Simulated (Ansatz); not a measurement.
Consider SnS₂ in the CdI2 type structure (space group P-3m1, No. 164; a = 3.6260 Å, c = 5.5735 Å; layered, stacked along the Cartesian z axis).

All numbers come from DFT with PBEsol-D3(BJ), PAW potentials and a 420 eV plane-wave cutoff in Ansatz (a program for electronic structure), spin-orbit coupling left out.

One change was made to it. Results:

The c/a ratio shrinks by 0.103 to 1.434; the shortest interatomic distance drops by 0.046 Å to 2.514 Å.

Q: Which of these changes matches the shifts?
(A) pressure 10 GPa
(B) pressure −1 GPa
(C) pressure 1.5 GPa
(D) pressure 0.3 GPa
(E) pressure 0.7 GPa

A: A, pressure 10 GPa. For comparison, the c/a ratio in the other runs: pressure 1.5 GPa gives 1.506; pressure −1 GPa gives 1.569; pressure 0.7 GPa gives 1.521; pressure 0.3 GPa gives 1.530.

Load acts through the strain it causes; cell and atoms are relaxed under it. Whether these cells are dynamically stable was not tested. Competing high-pressure phases were not computed.
